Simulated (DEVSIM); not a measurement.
Device: abrupt Si p-n junction, at 300 K.

```
layer (left to right)  material  thickness (μm)  Nd (cm⁻³)  Na (cm⁻³)  τn (s)  τp (s)
---------------------  --------  --------------  ---------  ---------  ------  ------
1                            Si            4.50          -     2.3e17  2.9e-5  2.9e-5
2                            Si            14.0     6.9e17          -  2.9e-5  2.9e-5
```

Left contact: ohmic. Right contact: ohmic. Voltage is applied to the left contact. Recombination: SRH at mid-gap, radiative, Auger. Mobility is constant in doping.

This is a model device: material constants are rounded textbook-type values typed into the input, and sizes, dopings and lifetimes were drawn at random. Values at 300 K.

```csv
parameter,Si
gap (eV),1.124
affinity (eV),4.05
permittivity,11.7
Nc (cm⁻³),2.86e19
Nv (cm⁻³),3.1e19
μn (cm²/Vs),1417
μp (cm²/Vs),470
B (cm³/s),4.7e-15
Cn (cm⁶/s),2.8e-31
Cp (cm⁶/s),9.9e-32
```

DEVSIM, 1D drift-diffusion, Boltzmann statistics, complete ionisation; no tunnelling, impact ionisation, image-force lowering or self-heating.

The doping Na of layer 1 was swept, all else fixed.

```tsv
doping Na of layer 1 (cm^-3)	largest field in the device at zero bias (V/cm)	dark forward voltage at 100 A/cm² (V)	dark forward voltage at 1 A/cm² (V)	potential step across the device at zero bias (V)
6.9e15	56000	0.705	0.574	0.810
2.3e16	79000	0.730	0.605	0.841
6.9e16	130000	0.756	0.634	0.870
2.3e17	210000	0.785	0.665	0.901
6.9e17	310000	0.812	0.691	0.929
2.3e18	390000	0.837	0.717	0.960
6.9e18	430000	0.854	0.734	0.989
```

From the first row to the last the largest field in the device at zero bias goes from 56000 to 430000. From the first row to the last the dark forward voltage at 100 A/cm² goes from 0.705 to 0.854.
